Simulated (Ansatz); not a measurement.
The reference is InAgTe2 in the chalcopyrite structure (space group I-42d, No. 122).

```
CELL_PARAMETERS angstrom
     -3.21597     3.21597     6.38292
      3.21597    -3.21597     6.38292
      3.21597     3.21597    -6.38292
ATOMIC_POSITIONS crystal
  In 0.50000 0.50000 0.00000
  In 0.25000 0.75000 0.50000
  Te 0.37500 0.36624 0.49124
  Te 0.63376 0.12500 0.00876
  Te 0.87500 0.88376 0.50876
  Te 0.11624 0.62500 0.99124
  Ag 0.00000 0.00000 0.00000
  Ag 0.75000 0.25000 0.50000
```

Cartesian axes are those of the cell as printed.

Method: PBEsol/PAW in Ansatz (a program for electronic structure), scalar-relativistic without spin-orbit coupling.

Before the change:

The valley order comes out as Γ 0.08 eV; X (0, 0, 1/2) 0.86 eV; M (1/2, 1/2, 1/2) 1.47 eV, the width of the top valence band comes out as 1.05 eV and the pressure is 0.00 GPa.

Modification: uniaxial strain ε_zz = −0.75 %, all other strain components held at zero, atoms relaxed at fixed cell.

Task: How does this affect the valley order, width of the top valence band and pressure?

Result: The valley order (the lowest conduction-band minima on the path, energy above the VBM, named in the base's zone) changes from Γ 0.08 eV; X (0, 0, 1/2) 0.86 eV; M (1/2, 1/2, 1/2) 1.47 eV to Γ 0.09 eV; X (0, 0, 1/2) 0.85 eV; M (1/2, 1/2, 1/2) 1.46 eV; the width of the top valence band grows by 0.04 eV to 1.09 eV; the pressure (mean of the normal stresses, compression positive) goes from zero to 0.33 GPa.

Spin-orbit coupling, missing from the scalar runs, can matter with Te. The levels and masses belong to the bands next to the band gap. Whether these cells are dynamically stable was not tested.
